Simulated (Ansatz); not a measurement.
## SnClF (Pnma, No. 62)

These are r²SCAN in Ansatz (plane waves, PAW) values and carry that method's errors.

Run with plane-wave cutoff 560 eV, 6×8×4 k mesh (along the axes of the cell as run), Fermi–Dirac smearing 0.01 eV, scalar-relativistic PAW data made under PBE.

Cell: relaxed at this level.

- band gap = 3.78 eV (on the SCF k mesh)
- direct gap at Γ = 4.45 eV
- bulk modulus B0 = 13.0 GPa

Note: the cell comes from a level without a dispersion term, which matters for the spacing of layers, chains or molecules; the bulk modulus is −V dP/dV from two relaxed cells at ±2 % in volume.

Spin–orbit coupling is not included.

The computed numbers hold no vibrational or temperature effects.

Ansatz is an electronic-structure program.
